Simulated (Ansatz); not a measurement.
Nb₂AlC (P6₃/mmc, No. 194, 8 atoms in the cell; start mp-996162), treated with LDA in Ansatz (PAW).

Numerical settings: plane-wave cutoff 520 eV, 24×24×4 k mesh (along the axes of the cell as run), Fermi–Dirac smearing 0.05 eV, no spin polarisation, scalar-relativistic PAW data made under PBE.

Cell (relaxed at this level):

```cif
data_C2Al2Nb4
_chemical_formula_sum 'Al2 Nb4 C2'
_space_group_name_H-M_alt 'P63/mmc'
_space_group_IT_number 194
_space_group_name_Hall '-P 6c 2c'
_cell_length_a 3.07663
_cell_length_b 3.07663
_cell_length_c 13.73627
_cell_angle_alpha 90.000
_cell_angle_beta 90.000
_cell_angle_gamma 120.000
loop_
_atom_site_label
_atom_site_type_symbol
_atom_site_symmetry_multiplicity
_atom_site_Wyckoff_symbol
_atom_site_fract_x
_atom_site_fract_y
_atom_site_fract_z
_atom_site_occupancy
Al1 Al 2 d 0.66667 0.33333 0.25000 1
Nb1 Nb 4 f 0.33333 0.66667 0.08913 1
C1 C 2 a 0.00000 0.00000 0.00000 1
```

Estimate the bulk modulus that the calculation returns.


* **bulk modulus**: 190 GPa

Note: the run has no spin polarisation, so it can have missed a magnetic state; the bulk modulus is −V dP/dV from two relaxed cells at ±2 % in volume; the relaxation could not lower the start's symmetry, so the cell can be a saddle point above a distorted one.

Static lattice: no zero-point or thermal effects.

A start named mp-… is a Materials Project structure, which need not be a measured phase.

Ansatz is a quantum-chemistry and plane-wave program.
